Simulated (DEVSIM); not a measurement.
Structure: Schottky contact on n-type ZnO, at 300 K.

Layer 1 from the left is ZnO, thickness (μm) 0.870, Nd (cm⁻³) 1.6e17, τn (s) 8e-9, τp (s) 8e-9.

Left contact: Schottky, work function 6.06 eV, emission velocity 1.1e7 cm/s. Right contact: ohmic. Voltage is applied to the left contact. Recombination: SRH at mid-gap, radiative, Auger. Mobility is μmin + (μ − μmin)/(1 + (N/Nref)^α).

Constants are typed, rounded textbook-type inputs, not results; the design itself was drawn at random and stands for no fabricated device. Values at 300 K.

ZnO: gap (eV) 3.37, affinity (eV) 4.5, permittivity 8.7, Nc (cm⁻³) 3.7e18, Nv (cm⁻³) 1.8e19, μn (cm²/Vs) 200, μp (cm²/Vs) 20, μn,min 20, μp,min 2, Nref,n 1e18, Nref,p 1e18, αn 0.6, αp 0.6, B (cm³/s) 1e-10, Cn (cm⁶/s) 1e-31, Cp (cm⁶/s) 1e-31.

Simulated with DEVSIM: 1D drift-diffusion, Boltzmann statistics, complete ionisation; no tunnelling, impact ionisation, image-force lowering or self-heating. Metal contacts follow the ideal Schottky-Mott rule: no Fermi-level pinning, no interface dipoles.

Dark forward current:

```
|V| (V)  |J| (A/cm²)
-------  -----------
0.40       1.670e-13
0.45       1.149e-12
0.50       7.904e-12
0.55       5.434e-11
0.60       3.734e-10
0.65        2.564e-9
0.70        1.759e-8
0.75        1.206e-7
0.80        8.264e-7
0.85        5.655e-6
0.90        3.864e-5
0.95       0.0002636
1.00        0.001794
1.05         0.01218
1.10         0.08233
1.15          0.5535
1.20           3.683
1.25           23.86
1.30           140.0
1.35           603.5
1.40            1628
1.45            3090
```

### Question
Work out the local ideality factor n = ΔV / (kT/q · ln(J2/J1)) between the rows 0.40 and 0.45 V, 1.40 and 1.45 V.

### Answer
kT/q = 25.85 mV. From 0.40 to 0.45 V: ln(1.149e-12/1.670e-13) = 1.929, n = 1.00, near the 1 of diffusion or emission over a barrier. From 1.40 to 1.45 V: ln(3090/1628) = 0.641, n = 3.02; the layers' resistance at their doping, Σ W/(qμN) = 2.2e-5 Ω cm², would take 32 mV of this step of 50 mV.

### Question
Estimate the current at 0.80 V for emission alone, J0 = q v N_band exp(−φB/kT), and read the barrier back from the simulated current.

### Answer
φB = 1.560 eV, N_band = 3.70e18 cm⁻³, J0 = 4.03e-20 A/cm²; J = J0 (exp(qV/kT) − 1) = 1.11e-6 A/cm². The simulation gives 8.26e-7 A/cm²; the estimate lies 34 % above. Read backwards, the simulated current gives an apparent barrier of 1.568 eV. The estimate leaves out transport through the depletion region and minority injection.
